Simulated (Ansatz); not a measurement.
Surface energy of the (111) surface of silicon in its 1x1 cell, relaxed from an ideal cut (the real face may reconstruct), outermost plane spacing 0.79 Å in the ideal cut, worked from total energies, which count from the potentials' own zero.

These are PBE (plane waves to 420 eV, PAW; Ansatz, a quantum-chemistry and plane-wave program) values and carry that method's errors.

Slab: 8 atoms, 10.3 Å thick at the start (thin: gaps and levels are the slab's own); k 8x8x1, smearing 0.025 eV, dipole-corrected; all atoms relaxed; start symmetry kept, larger cells not searched; no spin (no spin-polarised run to compare, though such a face may carry moments), no spin-orbit, no U. The slab shows no gap on its mesh.

```json
[
 {"quantity": "slab, Si8", "value": "-5083.9491 eV"},
 {"quantity": "bulk cell, Si2, on the slab's in-plane mesh", "value": "-1271.6165 eV"},
 {"quantity": "area of one face", "value": "12.956 Å²"}
]
```

What surface energy follows, as the mean over the slab's two faces?

the slab holds N = 4 bulk cells, so E(slab) − N·E(bulk) = 2.517 eV. Divided by 2A = 25.91 Å² this is 97.1 meV/Å², and with 1 eV/Å² = 16.02 J/m², γ = 1.56 J/m².
